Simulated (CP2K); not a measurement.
Band structure of KPb₃ (Pm-3m, 4 atoms in the cell).

```xyz
4
Lattice="5.1014 0.0000 0.0000 0.0000 5.1014 0.0000 0.0000 0.0000 5.1014" Properties=species:S:1:pos:R:3 pbc="T T T"
K      0.0000     0.0000     0.0000
Pb     0.0000     2.5507     2.5507
Pb     2.5507     0.0000     2.5507
Pb     2.5507     2.5507     0.0000
```

Method: LDA (Pade form), GPW, DZVP-MOLOPT-SR-GTH basis, GTH-PADE potentials (GTH_POTENTIALS) in CP2K.

Settings: CUTOFF = 500 Ry; REL_CUTOFF = 50 Ry; SMEAR/METHOD = FERMI_DIRAC; ELECTRONIC_TEMPERATURE = 1160.45 K; KPOINTS/SCHEME = MONKHORST-PACK 9 9 9; XC_FUNCTIONAL = PADE; K/BASIS_SET = DZVP-MOLOPT-SR-GTH; K/POTENTIAL = GTH-PADE-q9; Pb/BASIS_SET = DZVP-MOLOPT-SR-GTH; Pb/POTENTIAL = GTH-PADE-q4; METHOD = GPW; EPS_DEFAULT = 1e-11; EXTRAPOLATION = USE_GUESS; NGRIDS = 5.

The starting cell comes from a database of computed structures (which also holds hypothetical and non-ambient phases and stackings), without a prior relaxation at this level. Spin-orbit coupling is off. Values carry the incompleteness of an atom-centred basis.

Levels in eV from the Fermi level, bands 7 to 12:
```
point      7      8      9     10     11    12
-----  -----  -----  -----  -----  -----  ----
Γ      -6.70  -1.81  -1.81  -1.81   2.29  2.29
X      -6.56  -1.14  -1.14   0.08   0.20  0.64
M      -8.06  -2.72  -0.84   0.37   0.37  0.67
R      -7.94  -3.54  -2.14  -2.14  -2.14  3.04
```

Bands cross the Fermi level along this path, so the cell is metallic at this level.

Higher empty bands are left out: an atom-centred basis made for the valence describes them poorly.
